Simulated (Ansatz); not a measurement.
Task: Name crystals whose Seebeck coefficient, p-type 1e19 cm⁻³ lies between 330 and 510 μV/K and whose electron conductivity mass lies between 0.29 and 0.45 mₑ, by r2SCAN, rigid bands in Ansatz (a quantum-chemistry and plane-wave program).

Result: Many crystals can fit; among those computed here:
- BeS (F-43m): 397 μV/K, 0.37 mₑ
- MgS (Fm-3m): 454 μV/K, 0.37 mₑ
- AlN (P6_3mc): 372 μV/K, 0.31 mₑ
- LiH (Fm-3m): 431 μV/K, 0.31 mₑ
- BN (P6_3mc): 348 μV/K, 0.41 mₑ

Masses are for dilute carriers at 300 K, harmonic means over directions unless an axis is named. Seebeck coefficients are for the stated density at 300 K, with one relaxation time for all states and whether or not that doping can be reached. Spin-orbit coupling is left out.
